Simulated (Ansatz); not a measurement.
Start from TiO$_{2}$ in the anatase structure (space group I4_1/amd, No. 141; a = 3.7984 Å, c = 9.7038 Å). Axes: x, y, z lie along a, b, c of the conventional cell.

The values are results of PBE/PAW in Ansatz (a first-principles code), spin-orbit coupling left out, earlier PAW set, not measurements.

Before the change:

| Property | Value |
|---|---|
| Band gap | 2.13 eV |
| Shortest interatomic distance | 1.946 Å |

The change: tensile biaxial strain of 0.75 % in the plane normal to [001], as in epitaxy on a mismatched substrate; the out-of-plane cell vector and the atoms relax.

Problem. Estimate the effect on the out-of-plane strain.

Solution. The out-of-plane strain amounts to -1.08 %.

Problem. What does the calculation give for the band gap after the change?

Solution. The band gap falls by 0.07 eV (2.13 eV → 2.06 eV).

Problem. Predict the new shortest interatomic distance.

Solution. The shortest interatomic distance rises by 0.010 Å (1.946 Å → 1.956 Å).

No phonon test of stability was made. The final runs are not spin-polarised.
